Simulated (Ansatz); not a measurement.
Start from Y in the hcp (Mg type) structure (space group P6_3/mmc, No. 194; relaxed with 0.1 eV smearing).

```
Y
1.0
    3.59431     0.00000     0.00000
   -1.79716     3.11277     0.00000
    0.00000     0.00000     5.60992
Y
2
Direct
  0.66667   0.33333   0.75000
  0.33333   0.66667   0.25000
```

Cartesian axes are those of the cell as printed.

Level of theory: Ansatz (a program for electronic structure), PBEsol, PAW, cutoff 420 eV, no spin-orbit coupling.

Strains are applied to the cell and any free atomic positions relax; under biaxial strain the out-of-plane vector relaxes too.

One change was made to it. Results:

```csv
quantity,base,after
"pressure (mean of the normal stresses, compression positive)",0.0 GPa,1.2 GPa
shortest interatomic distance,3.489 Å,3.492 Å
```

Problem. Which change produced these results?
A. biaxial strain −2.00 %, plane normal [001], relaxed out of plane
B. biaxial strain +2.50 %, plane normal [001], relaxed out of plane
C. biaxial strain +0.50 %, plane normal [001], relaxed out of plane
D. biaxial strain −3.00 %, plane normal [001], relaxed out of plane
E. biaxial strain +1.00 %, plane normal [001], relaxed out of plane

Solution. A, biaxial strain −2.00 %, plane normal [001], relaxed out of plane. For comparison, the pressure in the other runs: biaxial strain +2.50 %, plane normal [001], relaxed out of plane gives -1.4 GPa; biaxial strain −3.00 %, plane normal [001], relaxed out of plane gives 1.8 GPa; biaxial strain +0.50 %, plane normal [001], relaxed out of plane gives -0.3 GPa; biaxial strain +1.00 %, plane normal [001], relaxed out of plane gives -0.6 GPa.

Whether these cells are dynamically stable was not tested. All final runs are without spin polarisation.
